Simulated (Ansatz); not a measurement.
Abridged Ansatz (a quantum-chemistry and plane-wave program) output:

```
Pseudopotential: Zn, paw, valence charge 12
Pseudopotential: Cu, paw, valence charge 19
Crystal: 2 atoms, lattice volume = 24.599 Å³
Basis set: ecut = 420 eV, 461 PW (Γ), exchange–correlation on 40×40×40 points (8 copies of the dense FFT grid, shifted against one another)
Bands: 20, of which v1, the nominal top of the filled ones, is band 16 counted from 1 (15 counted from 0)
Symmetry: 48 space group operations
k-points: 165 of 4096
Functional: x = pbesol(κ = 0.804, μ = 0.12345679012345678), c = pbesol(β = 0.046)
SCF iter   1: F=—  HF=-9869.889442 eV  |F-HF|=—  |Δ(HF+E_count)|=         —  Δρ=1.39e-2  dr2=2.55e-2  ethr=1.77e-3  ⟨swp⟩=5.6  Hψ=14138  notcnv=0
SCF iter   2: F=—  HF=-9869.884408 eV  |F-HF|=—  |Δ(HF+E_count)|=   5.03e-3  Δρ=2.83e-3  dr2=1.26e-3  ethr=8.22e-5  ⟨swp⟩=2.1  Hψ=6368  notcnv=0  defer=50
SCF 1 converged in 8 iterations: F = -9869.884050 eV  dr2 = 1.24e-13
SCF converged after 8 iterations
Free energy (F): -9869.884050 eV
Internal energy: -9869.879244 eV  (E = F + TS)
E sigma→0 (E₀):  -9869.881647 eV
Entropy (-TS):   -0.004806 eV (-2.403 meV/atom)
Fermi energy:    15.039145 eV
--- Forces (eV/Å), atoms counted from 1 ---
  atom   1  Zn     0.00000000    -0.00000000     0.00000000
  atom   2  Cu    -0.00000000    -0.00000000    -0.00000000
--- Stress (GPa, compression-positive) ---
        0.000032       0.000000       0.000000
        0.000000       0.000032       0.000000
        0.000000       0.000000       0.000032
  P = ⅓ Tr σ = 0.0000 GPa (0.000 kbar)
```

Problem. What was computed, and what are the main results?

Solution. ZnCu, 2 atoms in the cell, with DFT with PBEsol, PAW potentials and a 420 eV plane-wave cutoff in Ansatz, no spin-orbit coupling. The last SCF converged to F = -9869.884050 eV, or -4934.9420 eV per atom, at a pressure of 0.00 GPa. The total energy compares only with runs of the same code, potentials and settings.

Stability against distortions was not tested. The final runs are not spin-polarised. The cell is ZnCu in the CsCl type structure (space group Pm-3m, No. 221).
